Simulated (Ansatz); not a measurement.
Os₃Al (model structure, started from the A15 type, Pm-3n, No. 223, 8 atoms in the cell), treated with LDA in Ansatz (PAW).

Run with plane-wave cutoff 520 eV, 12×12×12 k mesh, Fermi–Dirac smearing 0.05 eV, no spin polarisation, scalar-relativistic PAW data made under PBE.

Cell (relaxed at this level):

```
CELL_PARAMETERS angstrom
      4.82205     0.00000     0.00000
      0.00000     4.82205     0.00000
      0.00000     0.00000     4.82205
ATOMIC_POSITIONS crystal
  Os 0.25000 0.00000 0.50000
  Os 0.75000 0.00000 0.50000
  Os 0.00000 0.50000 0.25000
  Os 0.00000 0.50000 0.75000
  Os 0.50000 0.25000 0.00000
  Os 0.50000 0.75000 0.00000
  Al 0.00000 0.00000 0.00000
  Al 0.50000 0.50000 0.50000
```

Task: Estimate the bulk modulus B0 that the calculation returns.

Result: 
* **bulk modulus B0**: 317 GPa

Note: the run has no spin polarisation, so it can have missed a magnetic state; the bulk modulus is −V dP/dV from two relaxed cells at ±2 % in volume; the relaxation could raise the start's symmetry but not lower it, so the cell can be a saddle point.

Spin–orbit coupling is not included.

A model structure was made by putting elements into a prototype or built by hand; it is no filed structure, need not be a known phase, and can be a saddle point held by its symmetry.

Ansatz is a first-principles code.
